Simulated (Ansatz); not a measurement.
An Ansatz (a quantum-chemistry and plane-wave program) input (r2SCAN in Ansatz (plane waves to 500 eV, PAW, no spin-orbit coupling)):

Ansatz 0.2 input:
```yaml
crystal:
  lattice:
    - [3.244316405, 0, 0.036985207]
    - [-1.6221582025, 2.8096604246, -0.0184926035]
    - [0.0588012392, 0, 5.1580034343]
  atoms:
    - { symbol: Zr, position: [0.6666666667, 0.3333333333, 0.75] }
    - { symbol: Zr, position: [0.3333333333, 0.6666666667, 0.25] }
basis: { ecutwfc: 500, ecutrho_ratio: 4, xc_grid: 4, fft_grid_basis: typed }
kpoints: { mp_grid: { grid: [20, 20, 11] } }
hamiltonian:
  xc: r2scan
  dispersion: none
  pseudopotentials: { kind: paw }
scf: { occupations: { method: fermi_dirac, width: 0.1 }, convergence: { dr2_threshold: 0.0000000002 } }
relax: { f_tol: 0.005, max_steps: 50 }
output: { forces: true, stress: true }
checkpoint: { write: state.ck, write_every: 1000 }
```

Question: Which symmetry and how many k-points will the program report, and about how many plane waves at Γ?

Answer: Space group C2/c (ITA 15) with 4 operations, k-points 1161 of 4400, and 1183 plane waves at Γ.

The cells carry an imposed strain or load. Whether these cells are dynamically stable was not tested. All final runs are without spin polarisation. The cell was made from Zr in the hcp (Mg type) structure (space group P6_3/mmc, No. 194) by this change: tensor shear ε_xz = +1.14 %.
